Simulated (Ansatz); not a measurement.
## Ru: energy against volume

Ru (hcp, P6_3/mmc, 13.322 Å³/atom and stress up to 0.01 GPa in the relaxed cell, c along z) under hydrostatic pressure, with the cell free. PBEsol in Ansatz, a plane-wave DFT program (PAW, default set), 420 eV, 20×20×11 Γ-centred mesh, Fermi-Dirac smearing 0.05 eV; ions are relaxed, or left where forces stay under 0.02 eV/Å, within the symmetry of each cell.

Here V stands for volume and E for E less E0.

| volume (Å³/atom) | E less E0 (meV/atom) | pressure (GPa) |
|---|---|---|
| 13.4000 | 0.52 | -2.01 |
| 13.3606 | 0.14 | -1.01 |
| 13.3216 | 0.00 | 0.00 |
| 13.2874 | 0.08 | 0.90 |
| 13.2426 | 0.48 | 2.09 |
| 13.1548 | 2.25 | 4.50 |
| 12.9992 | 8.73 | 9.01 |
| 12.8070 | 23.03 | 15.01 |
| 12.3867 | ? | ? |

Q: Using the third-order Birch-Murnaghan form, a cubic in V^(-2/3), estimate the missing E at V = 12.3867 from the other rows, showing the fit.

A: With u = V^(-2/3) - 0.1791, the rows have u = -0.0018457, -0.0014974, -0.0011509, -0.0008457, -0.0004439, 0.0003502, 0.0017793, 0.0035845. Least squares gives E = 1.310 + 2324.2·u + 1032899·u² + 2568043·u³. Residuals (row less fit): -0.003, 0.003, 0.001, -0.002, -0.002, -0.001, 0.000, -0.001; standard error 0.002 (degrees of freedom: 4). Its minimum lies at u = -0.0011298, so V0 = (0.1779702)^(-3/2) = 13.32. There d²E/du² = 2048000 and d³E/du³ = 1.541e7, so B0 = (4/9) × 13.32^(-7/3) × 2048000 × 0.160218 = 347 GPa (the last factor turns the table's units into GPa), and B0' = 4 + (2/3) × 0.1779702 × (1.541e7)/2048000 = 4.9. B0' rests on the cubic coefficient alone and has a standard error of 0.1 from these residuals. At the withheld row, u = 0.0076940, so E = 1.310 + 2324.2 × 0.0076940 + 1032899 × 0.0076940² + 2568043 × 0.0076940³ = 81.507 meV/atom. The calculation gives 81.34 meV/atom, 0.167 meV/atom below the prediction (0.2 % of the range of E in the table). The row lies outside the fitted rows, so this is an extrapolation. The scatter of the fitted rows lies at the last printed digit.

In a metal these values are sensitive to mesh and smearing; energies are taken to zero smearing, stresses follow the free energy. The runs aren't spin-polarised. Other structures, which can take over under pressure, weren't tried. The same form fitted to the pressure column gives B0' = 4.8; series where the two differ by over 0.4 aren't shown. Rows are the converged runs of the series near zero and its far end, less any whose ions stayed unrelaxed beside relaxed ones; series whose fitted rows scatter by over a few per cent of the range, as at a crossing or softening among them, aren't shown in this form.
